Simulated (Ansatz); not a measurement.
The starting structures come from a database of crystals and need not be the phases stable at ambient conditions.

By PBEsol, the system below comes out a metal.

Given:

```xyz
2
Lattice="3.1554 0.0000 0.0000 0.0000 4.4624 0.0000 0.0000 2.2312 2.2312" Properties=species:S:1:pos:R:3 pbc="T T T"
Mg     0.0000     0.0000     0.0000
Pd     1.5777     2.2312     0.0000
```

The cell is taken as given; by PBEsol it stands under a pressure of -1.2 GPa.

The current flows along the normal of the first two printed cell vectors, the (110) plane of the conventional cell. No spin-orbit coupling; the value is a mean over 0.1 eV about the Fermi level.

Question: Compute, with PBEsol (Ansatz, a program for electronic structure), the ballistic conductance per area.

Answer: 0.93 × 10¹⁵ S/m² for both spins.
